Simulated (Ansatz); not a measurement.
Ansatz (a program for electronic structure) run on Ag3Au (I4/mmm, 4 atoms in the cell): relaxation of cell and atoms.

Computed with PBEsol, default PAW files made with PBE (plane waves; Ansatz).

The change in words: atoms on their sites; basis.ecutwfc: 420 eV → 295 eV; relax: default → cell and atoms. Reference geometry:
```yaml
crystal:
  lattice:
    - [-2.05332, 2.05332, 4.08531]
    - [2.05332, -2.05332, 4.08531]
    - [2.05332, 2.05332, -4.08531]
  atoms:
    - { symbol: Ag, position: [0.75000, 0.25000, 0.50000] }
    - { symbol: Ag, position: [0.25000, 0.75000, 0.50000] }
    - { symbol: Ag, position: [0.50612, 0.50612, 0.00000] }
    - { symbol: Au, position: [0.00000, 0.00000, 0.00000] }
```

Reference input (self-consistent single point, DFT, PBEsol, plane waves, default PAW files made with PBE): basis.ecutwfc = 420 eV; kpoints.mp_grid.grid = 8 8 8; hamiltonian.xc = pbesol; hamiltonian.pseudopotentials = {kind: paw} (the program's default PAW files); scf.occupations.method = gaussian; scf.occupations.width = 0.1 eV. This run's input differs from it in these lines:

Ansatz 0.2 input:
```diff
@@ -9,6 +9,6 @@
     - { symbol: Ag, position: [0.250000, 0.750000, 0.500000] }
-    - { symbol: Ag, position: [0.506119, 0.506119, 0.000000] }
+    - { symbol: Ag, position: [0.500000, 0.500000, 0.000000] }
     - { symbol: Au, position: [0.000000, 0.000000, 0.000000] }
 basis:
-  ecutwfc: 420.0
+  ecutwfc: 295.0
 kpoints:
@@ -20,2 +20,4 @@
   occupations: { method: gaussian, width: 0.1 }
+relax:
+  cell: {}
 output:
```

The program printed (abridged):

```
   [... SCF lines of the steps left out ...]
relax step   1: F+E_penalty+E_count = -35573.41408865 eV  Δ(F+E_penalty+E_count) = +0.000e0 eV  max|allowed force component| = 6.939e-18 eV/Å  Δτ_max = 0.0000 Å  P = -3.833 GPa  Ω = 68.897 Å³  (7 SCF iters, dr2 threshold 1.00e-7 eV, accepted)
relax step   2: F+E_penalty+E_count = -35573.71363657 eV  Δ(F+E_penalty+E_count) = -2.995e-1 eV  max|allowed force component| = 1.301e-17 eV/Å  Δτ_max = 0.0000 Å  P = +15.045 GPa  Ω = 63.785 Å³  energy of the carried Pulay correction = +4.708e-1 eV  [...]
   [... lines left out ...]
relax step  13: F+E_penalty+E_count = -35573.44837258 eV  Δ(F+E_penalty+E_count) = -1.084e-3 eV  max|allowed force component| = 4.337e-18 eV/Å  Δτ_max = 0.0000 Å  P = -0.001 GPa  Ω = 66.803 Å³  energy of the carried Pulay correction = +1.080e-3 eV  [...]
relax step  14: F+E_penalty+E_count = -35573.44690102 eV  Δ(F+E_penalty+E_count) = +1.472e-3 eV  max|allowed force component| = 1.561e-17 eV/Å  Δτ_max = 0.0000 Å  P = -0.004 GPa  Ω = 66.803 Å³  stress off target by 3.25e-2 GPa  SCF on the basis [...]
basis re-selected at this cell: Δ(F+E_penalty+E_count) = +1.472e-3 eV, ΔP = -0.003 GPa vs the last step
the relaxation is at rest under the 16 symmetry operations that the run kept from its start: a minimum is not shown …
Stability not checked: this state was not tested for a lower state beside it, because too few of the mixer's solves of this state at the end of the SCF gave a …
Free energy (F): -35573.446901 eV
Internal energy: -35573.441903 eV  (E = F + TS)
   [... lines left out ...]
Fermi energy:    18.447373 eV
  cell:  # Å, volume = 66.8033 Å³
   [... lines left out ...]
    - [2.0309083431717885, 2.0309083431717885, -4.049089455171175]
  atoms:
    - { symbol: Ag, position: [0.7500000000000001, 0.24999999999999994, 0.5000000000000001] }
    - { symbol: Ag, position: [0.24999999999999994, 0.7500000000000001, 0.5000000000000001] }
    - { symbol: Ag, position: [0.5, 0.5, -4.086737769473546e-35] }
    - { symbol: Au, position: [-8.236596101688082e-37, -1.6624222835369304e-35, -1.7724110052616207e-35] }
```

The run converged. 

Summary of the result:
| Property | Value |
|---|---|
| Free energy E − TS (on the zero of these files) | -35573.4469 eV |
| Fermi level (on the code's own zero) | 18.45 eV |
| Pressure | 0.00 GPa |
| Final cell | a = 4.964 Å, b = 4.964 Å, c = 4.964 Å, α = 131.70°, β = 131.70°, γ = 70.70° |
| Final volume per atom | 16.70 Å³ |
| Relaxation steps | 14 |

The starting cell comes from a database of computed structures (which also holds hypothetical and non-ambient phases and stackings), without a prior relaxation at this level. Its lattice was rescaled by up to half a per cent. The relaxation keeps the symmetry of its start, so its end need not be a minimum. Ansatz's pressure includes its estimate of the finite-basis (Pulay) stress. Without the estimate this run gives -14.53 GPa. The cutoff lies below the one recommended for these files.

Cost on one core of a shared machine: roughly 70 s.
